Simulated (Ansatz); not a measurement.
The starting structures come from a database of crystals and need not be the phases stable at ambient conditions.

 Where the default PAW files enter, the runs use the earlier of Ansatz's two default sets.

Inside the gap of an insulator the Bloch states are evanescent, with a wavenumber k + iκ along the transport direction.

Data:

```
CELL_PARAMETERS angstrom
      4.74975     0.00000     0.00000
      0.00000     5.81856     0.00000
      0.00000    -2.90928     5.03902
ATOMIC_POSITIONS crystal
  Rb 0.30153 0.66667 0.33333
  Rb 0.69847 0.33333 0.66667
  Ge 0.00000 0.00000 0.00000
  F  0.21430 0.14900 0.85100
  F  0.78570 0.85100 0.14900
  F  0.21430 0.70200 0.85100
  F  0.78570 0.29800 0.14900
  F  0.21430 0.14900 0.29800
  F  0.78570 0.85100 0.70200
```

Space group of this cell: P-3m1. The cell is taken as given.

Transport runs along the normal of the first two printed cell vectors, the (100) plane of the conventional cell.

The gap is the functional's own, uncorrected, and κ follows it; spin-orbit coupling is left out. Mid-gap values are interpolated between the computed energies.

**Question.** State the band gap and the smallest decay constant κ at mid-gap according to r2SCAN in Ansatz (a program for electronic structure).

**Answer.** Gap 7.20 eV on a 6×6×6 mesh; κ = 0.536 1/Å, at the zone centre.
